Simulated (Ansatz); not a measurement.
The starting structures come from a database of crystals and need not be the phases stable at ambient conditions.

The decay constant κ of evanescent states in the gap governs leakage through a thin film.

Input:

```xyz
12
Lattice="6.4725 0.0000 0.0000 -2.5165 8.6960 0.0000 0.0000 4.6647 4.3364" Properties=species:S:1:pos:R:3 pbc="T T T"
Sb     1.8813     9.8174     2.2105
Sb     2.0747     3.5433     2.1260
Sb     5.3109     4.6186     3.1256
Sb    -1.3550     8.7421     1.2108
Ru     2.7376     7.5159     1.2262
Ru     1.2184     5.8448     3.1103
Ru     4.4546     3.4693     0.9020
Ru    -0.4986     9.8914     3.4345
Se     3.6648    10.2515     4.2658
Se     0.2912     3.1092     0.0707
Se     3.5275     6.7001     3.4089
Se     0.4285     6.6606     0.9276
```

Space group of this cell: P2_1/c. The cell is taken as given; by r2SCAN its mean pressure is -2.4 GPa.

Transport runs along the normal of the first two printed cell vectors.

The gap is the functional's own. No spin-orbit coupling. Mid-gap values are interpolated on the energy grid.

Question: Give the band gap and the smallest decay constant κ at mid-gap that r2SCAN (Ansatz, a quantum-chemistry and plane-wave program) yields.

Answer: Gap 0.95 eV on a 6×8×8 mesh; κ = 0.153 1/Å, at (0.500, 0.250) of the in-plane reciprocal vectors. At the zone centre, at the nearest computed energy, the slowest state has κ = 0.21 1/Å.
